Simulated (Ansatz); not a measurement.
The reference is an 8-atom supercell of Ti in the hcp (Mg type) structure (space group P6_3/mmc, No. 194; a = 2.9359 Å, c = 4.6364 Å) at its relaxed geometry.

Computed with DFT with r2SCAN, PAW potentials and a 500 eV plane-wave cutoff in Ansatz (a first-principles code), no spin-orbit coupling.

Before the change:

- Pressure: 0.0 GPa

Now apply this change: a neutral H interstitial (started 2.05 Å from the nearest host atom), atoms relaxed at fixed cell, starting from a slightly rattled geometry.

### Question
How does this affect the final site of the added atom?

### Answer
The final site of the added atom comes out as 6 Ti at 2.09 Å (octahedral).

### Question
How does this affect the largest displacement of a host atom from its site in the perfect cell?

### Answer
The largest displacement of a host atom from its site in the perfect cell amounts to 0.04 Å.

### Question
What happens to the pressure?

### Answer
The pressure goes from zero to 1.4 GPa.

In so small a cell the defect repeats every few ångströms: this is an ordered compound, not a dilute defect. All final runs are without spin polarisation. The defect cell is not spin-polarised.
